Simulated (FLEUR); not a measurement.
Input and output of a self-consistent single point for In (I4/mmm, 1 atom in the cell) (FLEUR).

Computed with PBEsol, all-electron FLAPW (FLEUR), scalar-relativistic valence.

```
CELL_PARAMETERS angstrom
     -1.60529     1.60529     2.45551
      1.60529    -1.60529     2.45551
      1.60529     1.60529    -2.45551
ATOMIC_POSITIONS crystal
  In 0.00000 0.00000 0.00000
```

Reference input (self-consistent single point, DFT, PBE, all-electron FLAPW (FLEUR), scalar-relativistic valence): Kmax = 3.8 1/bohr; GmaxXC = 15.2 1/bohr; xcFunctional = pbe; jspins = 1; l_soc = F; mode = hist; fermiSmearingEnergy = 0.00367493 Htr; mesh (inpgen div1-3) = 19 19 19; inpgen gamma flag = false; Gmax = 15.2 1/bohr; numbands = 0; maxIterBroyd = 15. This run's input differs from it in these lines:

```diff
@@ -13,2 +13,3 @@
 &comp jspins=1 /
+&exco xctyp='PBEs' /
 &kpt div1=19 div2=19 div3=19 /
@@ -25,3 +26,3 @@
       <coreElectrons ctail="T" frcor="F" kcrel="0" coretail_lmax="0"/>
-      <xcFunctional name="pbe" relativisticCorrections="F"/>
+      <xcFunctional name="PBEs" relativisticCorrections="F"/>
       <magnetism jspins="1"/>
```

Output, abridged:

```
 Iteration:     1   Distance:       2.95966703 me/bohr^3
 Iteration:     2   Distance:       2.72608088 me/bohr^3
 Iteration:     3   Distance:       1.50511160 me/bohr^3
 Iteration:     4   Distance:       0.18262334 me/bohr^3
 Iteration:     5   Distance:       0.25719305 me/bohr^3
   [... 3 lines left out ...]
 Iteration:     9   Distance:       0.00042594 me/bohr^3
 Iteration:    10   Distance:       0.00009855 me/bohr^3
 Iteration:    11   Distance:       0.00001098 me/bohr^3
 Iteration:    12   Distance:       0.00000728 me/bohr^3
 Run finished successfully
 Stop message:
   Structural relaxation: Done

[file out, last iteration]
             iter=     13
[...]
          total density-effective poten   -9.7167627803E+03
          total charge density-energy d   -1.5734719815E+02
 Updated energy parameters for spin:           1
[...]
 fermi energy and band-weighting factors:
    0.445483    0.575805    0.598462

[...]
FERMIE:
          first approx. to ef    (T=0)  :   0.264927 htr   (energy of the highest occ. eigenvalue)
          number of occ. states  (T=0)  :       3564
          first approx. to seigv (T=0)  :  -2.297556 htr
          sum of weights of occ. states :   6.501531
          sum of semicore charge        :   0.000000 e
FERHIS:  Fermi-Energy by histogram:
          bandgap                     :   0.000121 htr
   [... lines left out ...]
          charge neutrality (T=0)     :   0.003062    (zero if the highest occ. eigenvalue is "entirely" occupied)
     EF_NEWTON:  Adjust Fermi-Energy by Newton-Method.
 Direct bandgap for spin            1 :    9.8907461249873596E-003  Htr
   [... lines left out ...]
 ---->    (input%tkb*entropy) TS=              0.0005236852 htr
 ---->    free energy=                     -5880.6425503848 htr
      extrapolation for T->0
 ---->    total electron energy=           -5880.6422885421 htr
 ***** TOTAL FORCES ON ATOMS *****
 TOTAL FORCE FOR ATOM TYPE=  1  X=  0.000   Y=  0.000   Z=  0.000
                       FX_TOT= 0.000000 FY_TOT= 0.000000 FZ_TOT= 0.000000
 Structural relaxation: Done
```

The run converged in 12 iterations. FLEUR gives forces in its relaxation mode, with a further iteration, so its stop message speaks of a relaxation. 

The starting cell comes from a database of computed structures (which also holds hypothetical and non-ambient phases and stackings), without a prior relaxation at this level. Its lattice was rescaled by a random factor within 2.5 % of one. Values depend on the basis (sphere radii, cutoffs, local orbitals), which need not be converged. The log's line on a gap gives a spacing of levels on this mesh, which the program prints for metals too.

Cost on one core of a shared machine: roughly 80 s.
